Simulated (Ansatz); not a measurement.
The starting structures come from a database of crystals and need not be the phases stable at ambient conditions.

By PBEsol, the system below comes out a metal.

The ballistic (Sharvin) conductance counts the channels at the Fermi level: G/A = (e²/h) × channels of both spins per area.

```
CELL_PARAMETERS angstrom
      4.52048     0.00000     0.00000
     -2.26024     3.91485     0.00000
      2.26024     1.30495     3.69096
ATOMIC_POSITIONS crystal
  Be 0.75000 0.37500 0.37500
  Be 0.25000 0.87500 0.37500
  Be 0.75000 0.37500 0.87500
  Be 0.25000 0.37500 0.37500
  Ag 0.50000 0.75000 0.75000
  Ag 0.00000 0.00000 0.00000
```

Space group of this cell: Fd-3m, cubic Laves (MgCu2 type). The cell is taken as given; by PBEsol its mean pressure is -3.2 GPa.

The current flows along the normal of the first two printed cell vectors, the (111) plane of the conventional cell. No spin-orbit coupling; the value is a mean over 0.1 eV about the Fermi level.

### Question
Estimate the ballistic conductance per area that PBEsol run with Ansatz (a first-principles code) returns for this system.

### Answer
0.49 × 10¹⁵ S/m² for both spins.
